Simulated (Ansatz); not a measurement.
Ansatz (a program for electronic structure) run on Ti3Al5 (P1, 8 atoms in the cell): self-consistent single point.

Computed with PBEsol, PAW files made with PBE (plane waves; Ansatz).

The change in words: atoms moved at random. Reference geometry:
```
CELL_PARAMETERS angstrom
      3.91154     0.00000     0.00000
      0.00000     4.02478     0.00000
      0.00000     0.00000     8.10511
ATOMIC_POSITIONS crystal
  Ti 0.00000 0.50000 0.26507
  Ti 0.00000 0.50000 0.73493
  Ti 0.50000 0.50000 0.00000
  Al 0.00000 0.00000 0.00000
  Al 0.00000 0.00000 0.50000
  Al 0.50000 0.50000 0.50000
  Al 0.50000 0.00000 0.24223
  Al 0.50000 0.00000 0.75777
```

Reference input (self-consistent single point, DFT, PBEsol, plane waves, PAW files made with PBE): kpoints.mp_grid.grid = 6 6 3; hamiltonian.xc = pbesol; hamiltonian.pseudopotentials = {kind: paw} (the program's default PAW files); scf.occupations.method = fermi_dirac; scf.occupations.width = 0.1 eV. This run's input differs from it in these lines:

Ansatz 0.2 input:
```diff
@@ -7,10 +7,10 @@
   atoms:
-    - { symbol: Ti, position: [0.00000000, 0.50000000, 0.26507000] }
-    - { symbol: Ti, position: [0.00000000, 0.50000000, 0.73493000] }
-    - { symbol: Ti, position: [0.50000000, 0.50000000, 0.00000000] }
-    - { symbol: Al, position: [0.00000000, 0.00000000, 0.00000000] }
-    - { symbol: Al, position: [0.00000000, 0.00000000, 0.50000000] }
-    - { symbol: Al, position: [0.50000000, 0.50000000, 0.50000000] }
-    - { symbol: Al, position: [0.50000000, 0.00000000, 0.24223000] }
-    - { symbol: Al, position: [0.50000000, 0.00000000, 0.75777000] }
+    - { symbol: Ti, position: [0.00894300, 0.49436600, 0.26517600] }
+    - { symbol: Ti, position: [-0.01496800, 0.49008400, 0.73391900] }
+    - { symbol: Ti, position: [0.50515200, 0.50149600, 0.00281000] }
+    - { symbol: Al, position: [0.00218400, 0.00443800, -0.00323500] }
+    - { symbol: Al, position: [-0.00408100, 0.02271800, 0.50049900] }
+    - { symbol: Al, position: [0.50151700, 0.48769500, 0.49977800] }
+    - { symbol: Al, position: [0.50508400, -0.00045800, 0.24426600] }
+    - { symbol: Al, position: [0.49617000, -0.00033900, 0.75678600] }
 kpoints:
```

Output (repeated stretches shortened):

```
SCF iter   1: F=—  HF=-10048.754573 eV  |F-HF|=—  |Δ(HF+E_count)|=         —  Δρ=3.92e-2  dr2=3.25e0  ethr=3.10e-3  ⟨swp⟩=6.4  Hψ=7896  notcnv=0
all-band conjugate gradients solve this SCF's bands
preconditioner: auto → Kerker (q_TF=auto, 2.342 Å⁻¹)
SCF iter   2: F=—  HF=-10048.139828 eV  |F-HF|=—  |Δ(HF+E_count)|=   6.15e-1  Δρ=2.18e-2  dr2=1.35e0  ethr=3.10e-3  ⟨swp⟩=2.2  Hψ=2851  notcnv=0
   [... lines left out ...]
SCF iter   5: F=—  HF=-10047.725725 eV  |F-HF|=—  |Δ(HF+E_count)|=   4.79e-4  Δρ=2.74e-4  dr2=1.12e-4  ethr=3.06e-6  ⟨swp⟩=2.0  Hψ=2604  notcnv=0
SCF iter   6: F=—  HF=-10047.725701 eV  |F-HF|=—  |Δ(HF+E_count)|=   2.33e-5  Δρ=5.49e-5  dr2=2.87e-6  ethr=2.20e-7  ⟨swp⟩=2.1  Hψ=2457  notcnv=0
SCF iter   7: F=—  HF=-10047.725620 eV  |F-HF|=—  |Δ(HF+E_count)|=   8.13e-5  Δρ=1.13e-5  dr2=1.59e-7  ethr=5.63e-9  ⟨swp⟩=2.0  Hψ=3221  notcnv=0
SCF iter   8: F=-10047.725620 eV  HF=-10047.725620 eV  |F-HF|=8.79e-9  |Δ(HF+E_count)|=   2.62e-8  Δρ=2.68e-6  dr2=1.09e-8  ethr=1.96e-10  ⟨swp⟩=5.5  Hψ=6503  notcnv=0
SCF 1 converged in 8 iterations: F = -10047.725620 eV  dr2 = 1.09e-8
Free energy (F): -10047.725620 eV
Internal energy: -10047.557739 eV  (E = F + TS)
E sigma→0 (E₀):  -10047.641680 eV
Entropy (-TS):   -0.167881 eV (-20.985 meV/atom)
Fermi energy:    10.371250 eV
--- Forces (eV/Å), atoms counted from 1 ---
  atom   1  Ti    -0.22783870     0.43033415    -0.06663286
  atom   2  Ti     0.54340520     0.62595943     0.19138084
  atom   3  Ti    -0.15343623    -0.18084931    -0.19593087
  atom   4  Al     0.00007629    -0.10858953     0.18407459
  atom   5  Al     0.10619120    -1.07828985    -0.04342657
  atom   6  Al    -0.17847997     0.52049549    -0.01097149
  atom   7  Al     0.01018733    -0.06803010    -0.16317731
  atom   8  Al    -0.10010646    -0.14104857     0.10468470
--- Stress (GPa, compression-positive) ---
       -1.587842      -0.045040       0.273111
       -0.045040      -2.032523       0.019949
        0.273111       0.019949      -1.783667
  P = ⅓ Tr σ = -1.8013 GPa (-18.013 kbar)
  The stress holds the Pulay correction. Without it, at fixed plane waves, as pw.x and ABINIT print it: P = -1.8306 GPa
```

The run converged in 8 iterations. Against the reference run the free energy goes up by 13.8 meV/atom, the pressure goes from -2.12 to -1.80 GPa and the largest force goes from 0.051 to 1.084 eV/Å.

The starting cell comes from a database of computed structures (which also holds hypothetical and non-ambient phases and stackings), without a prior relaxation at this level. Its lattice was rescaled by a random factor within 2.5 % of one. For this run, on top of that: atoms moved at random. Spin polarisation is off. Forces in this geometry exceed 1 eV/Å. Ansatz's pressure includes its estimate of the finite-basis (Pulay) stress.
